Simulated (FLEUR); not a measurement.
Band structure of LiBe (P2_1/m, 4 atoms in the cell).

```
LiBe
1.0
    2.29599     0.00000     0.00000
    0.00000     3.61277     0.00000
   -0.40174     0.00000     5.51352
Li Be
2 2
Direct
  0.73685   0.25000   0.15486
  0.26315   0.75000   0.84514
  0.75642   0.25000   0.57617
  0.24358   0.75000   0.42383
```

Computed with FLEUR with PBEsol, all-electron FLAPW (FLEUR), scalar-relativistic valence.

Settings: Kmax = 4 1/bohr; GmaxXC = 16 1/bohr; xcFunctional = PBEs; jspins = 1; l_soc = F; mode = hist; fermiSmearingEnergy = 0.00999582 Htr; mesh (inpgen div1-3) = 11 7 5; inpgen gamma flag = false; Gmax = 16 1/bohr; numbands = 0; maxIterBroyd = 25; imix = Anderson; alpha = 0.05.

The starting cell comes from a database of computed structures (which also holds hypothetical and non-ambient phases and stackings), without a prior relaxation at this level. Values depend on the basis (sphere radii, cutoffs, local orbitals), which need not be converged.

Levels in eV from the Fermi level, bands 1 to 5:
```json
[
 {"point": "Γ", "1": "-7.51", "2": "-3.01", "3": "-2.12", "4": "-0.72", "5": "4.39"},
 {"point": "Y", "1": "-7.42", "2": "-4.28", "3": "-0.51", "4": "1.01", "5": "2.33"},
 {"point": "H", "1": "-2.53", "2": "-2.07", "3": "0.39", "4": "1.17", "5": "5.86"},
 {"point": "C", "1": "-2.32", "2": "-2.27", "3": "0.64", "4": "0.85", "5": "6.09"},
 {"point": "E", "1": "-1.56", "2": "-1.56", "3": "1.96", "4": "1.96", "5": "2.92"},
 {"point": "M1", "1": "-1.59", "2": "-1.59", "3": "1.98", "4": "1.98", "5": "2.94"},
 {"point": "A", "1": "-1.77", "2": "-1.77", "3": "2.86", "4": "2.86", "5": "3.34"},
 {"point": "X", "1": "-2.40", "2": "-2.40", "3": "0.65", "4": "1.84", "5": "5.41"},
 {"point": "D", "1": "-5.36", "2": "-5.36", "3": "-2.41", "4": "-2.41", "5": "4.07"}
]
```
